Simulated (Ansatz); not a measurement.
# A computed series for TiB2: response to strain

Base system: TiB2 (space group P6/mmm, No. 191).

```
CELL_PARAMETERS angstrom
      2.99392     0.00000     0.00000
     -1.49696     2.59281     0.00000
      0.00000     0.00000     3.15953
ATOMIC_POSITIONS crystal
  Ti 0.00000 0.00000 0.00000
  B  0.66667 0.33333 0.50000
  B  0.33333 0.66667 0.50000
```

Cartesian axes are those of the cell as printed.

Strains are applied to the cell and any free atomic positions relax.

Computed with Ansatz (a first-principles code), LDA, PAW, cutoff 420 eV, scalar-relativistic without spin-orbit coupling.

Notes on the quantities. energy relative to the base: free energy F; pressure: mean of the normal stresses, compression positive.

```json
[
 {"case": "base", "energy relative to the base": "0 meV/atom", "pressure": "0.0 GPa", "volume per atom": "8.18 Å³"},
 {"case": "tensor shear ε_xz = +1.43 %", "energy relative to the base": "+6.0 meV/atom", "pressure": "0.3 GPa", "volume per atom": "8.17 Å³"},
 {"case": "tensor shear ε_xz = +2.00 %", "energy relative to the base": "+12 meV/atom", "pressure": "0.6 GPa", "volume per atom": "8.17 Å³"},
 {"case": "tensor shear ε_xz = +0.29 %", "energy relative to the base": "+0.2 meV/atom", "pressure": "0.0 GPa", "volume per atom": "8.18 Å³"},
 {"case": "tensor shear ε_xz = +1.14 %", "energy relative to the base": "___", "pressure": "___", "volume per atom": "8.17 Å³"},
 {"case": "tensor shear ε_xz = +0.57 %", "energy relative to the base": "+1.0 meV/atom", "pressure": "0.0 GPa", "volume per atom": "8.18 Å³"},
 {"case": "tensor shear ε_xz = +1.71 %", "energy relative to the base": "+8.6 meV/atom", "pressure": "0.4 GPa", "volume per atom": "8.17 Å³"},
 {"case": "tensor shear ε_xz = +0.86 %", "energy relative to the base": "+2.2 meV/atom", "pressure": "0.1 GPa", "volume per atom": "8.17 Å³"}
]
```

Q: Complete the table.

A: 
- tensor shear ε_xz = +1.14 %, energy relative to the base: +3.8 meV/atom
- tensor shear ε_xz = +1.14 %, pressure: 0.2 GPa

A case with no gap was solved on a k-mesh chosen for an insulator, which is coarse for it. Without a gap, meshes like the base's 13×13×10 leave anisotropic stresses uncertain by several tenths of a GPa, and small strain energies with them. No phonon test of stability was made. The final runs are not spin-polarised.
